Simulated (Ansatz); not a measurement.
```cif
data_CdTe
_chemical_formula_sum 'Cd1 Te1'
_space_group_name_H-M_alt 'P 1'
_space_group_IT_number 1
_cell_length_a 4.68065
_cell_length_b 4.68065
_cell_length_c 4.68065
_cell_angle_alpha 60.000
_cell_angle_beta 60.000
_cell_angle_gamma 60.000
loop_
_space_group_symop_operation_xyz
  'x, y, z'
loop_
_atom_site_label
_atom_site_type_symbol
_atom_site_fract_x
_atom_site_fract_y
_atom_site_fract_z
_atom_site_occupancy
Cd1 Cd 0.00000 0.00000 0.00000 1
Te1 Te 0.25000 0.25000 0.25000 1
```

Dynamical quadrupoles are not included in the interpolation of the phonons between the solved wave vectors. Spin-orbit coupling is not included. Unless called populations, κ holds the coherence term between modes besides the Boltzmann populations.

Q: Estimate the lattice thermal conductivity at 250 K from the phonon Boltzmann equation with three-phonon and isotope scattering, DFT at the PBE level (Ansatz, a first-principles code) (third-order constants from a 54-atom supercell out to 6.1 Å, harmonic mesh 6×6×6, k mesh 6×6×6, scattering mesh 13×13×13).

A: κ = 7.7 W/(m K). The result is for a perfect infinite crystal and omits four-phonon processes.
